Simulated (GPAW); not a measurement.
# σxx against uniaxial strain in fcc Pb (space group 225): C11 (GPAW, LDA)

```yaml
crystal:
  lattice:
    - [0.00000, 2.43598, 2.43598]
    - [2.39944, 0.00000, 2.43598]
    - [2.39944, 2.43598, 0.00000]
  atoms:
    - { symbol: Pb, position: [0.00000, 0.00000, 0.00000] }
```

Level of theory: LDA (Perdew-Wang 92), GPAW PAW datasets LDA (gpaw-data 1.0.1) (plane waves; GPAW 25.7.0). Settings: mode = pw; ecut = 585 eV; xc = LDA; kpts = 30 30 30; mesh shift (steps) = 0 0 0; occupations.name = fermi-dirac; occupations.width = 0.05 eV; nbands = -9; convergence.density = 1e-06 e/electron; convergence.energy = 1e-06 eV/electron; symmetry.symmorphic = false; symmetry.tolerance = 0.0005; maxiter = 100. The cell above is the first row's. The rows stretch one cube axis (x) by the strain ε and hold the other two. Stress is positive in tension. In all rows the k mesh is held.

| ε (%) | σxx (GPa) |
|---|---|
| -1.5 | ? |
| -1.0 | -0.56 |
| -0.5 | -0.27 |
| 0.0 | 0.02 |
| 0.5 | 0.30 |
| 1.0 | 0.58 |
| 1.5 | 0.85 |
| 2.0 | 1.11 |

Task: Using a parabola, estimate the missing σxx at ε = -1.5 from the other rows, showing the fit.

Result: Least squares gives σxx = 0.020 + 0.5698·ε - 0.0119·ε². Residuals (row less fit): 0.002, -0.002, 0.000, -0.002, 0.002, 0.002, -0.002; standard error 0.002 (degrees of freedom: 4). The slope at ε = 0, 0.5698 GPa per cent, gives C11 ≈ 100 × 0.5698 = 57 GPa, for the static lattice. At the withheld row, σxx = 0.020 + 0.5698 × (-1.5) - 0.0119 × (-1.5)² = -0.861 GPa. The calculation gives -0.87 GPa, 0.009 GPa below the prediction (0.5 % of the range of σxx in the table). The row lies outside the fitted rows, so this is an extrapolation.

Carrying the step between the two nearest rows on in a straight line would have given -0.85, off by 0.02; series whose last step already gives the withheld value aren't shown. The reference cell has the volume at which an earlier scan in this program and functional put its minimum by a fit. The unstrained cell stands at a pressure of -0.02 GPa, and the constants belong to that pressure. Spin-orbit coupling is off. Without a gap such slopes are sensitive to mesh and smearing. Cutoffs and mesh are single choices, not tested for convergence of this quantity. Series with a scatter that would blur these digits, or in which a gap closes, are not shown. Strain series were run only where this level's volume lies within 10 % of a first guess from the measured size.
